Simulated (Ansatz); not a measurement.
**PBE against PBEsol: hypothetical anti-perovskite Mg3PbO, pressure −2 GPa**

Start from Mg₃PbO in the anti-perovskite structure (space group Pm-3m, No. 221; a = 4.434 Å; a hypothetical phase, not in the database extracts checked).

(Cell as relaxed with PBE.)

Levels (all Ansatz, a first-principles code, PAW): PBE (420 eV, no spin-orbit coupling); PBEsol (420 eV, no SOC).

Each level relaxes its own structure.

```csv
base,PBE,PBEsol
volume per atom,17.44 Å³,16.86 Å³
lattice parameter a,4.434 Å,4.385 Å
band gap,zero,zero
```

The change: hydrostatic tension (pressure −2 GPa).

```csv
quantity,PBE,PBEsol
lattice parameter a,4.484 Å,?
band gap,zero,?
```

### Question
What does PBEsol give?

### Answer

- lattice parameter a, PBEsol: 4.430 Å
- band gap, PBEsol: zero

PBE's lattice parameter a lies 0.054 Å above PBEsol's (1.2 %); the two agree on the band gap. Neither level is exact; PBEsol is the comparison here, not a measurement.

Load acts through the strain it causes; cell and atoms are relaxed under it. Stability against distortions was not tested. All final runs are without spin polarisation. The zero or small gap of Mg3PbO can change with the level of theory.
